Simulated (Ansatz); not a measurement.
## VOBr (Pmmn, No. 59)

These are PBEsol (plane waves, PAW; Ansatz, a program for electronic structure) values and carry that method's errors.

Settings: plane-wave cutoff 500 eV, 12×10×6 k mesh (along the axes of the cell as run), Fermi–Dirac smearing 0.05 eV, spin-polarised start, scalar-relativistic PAW data made under PBE.

Cell (relaxed at this level):

```
CELL_PARAMETERS angstrom
      3.36319     0.00000     0.00000
      0.00000     3.83473     0.00000
      0.00000     0.00000     8.37692
ATOMIC_POSITIONS crystal
  V  0.50000 0.50000 0.40619
  V  0.00000 0.00000 0.59381
  Br 0.00000 0.50000 0.18714
  Br 0.50000 0.00000 0.81286
  O  0.50000 0.00000 0.44891
  O  0.00000 0.50000 0.55109
```

```
Item                                 Value
---------------------------  -------------
equilibrium volume per atom  18.01 Å³/atom
```

Note: the magnetic order was assumed, not searched for or taken from measurement; the cell comes from a level without a dispersion term, which matters for the spacing of layers, chains or molecules; the cell has widely spaced layers and the level no dispersion term, so their spacing and the moduli can rest on weak binding.

Static lattice: no zero-point or thermal effects.

The result took roughly 24 core-minutes.
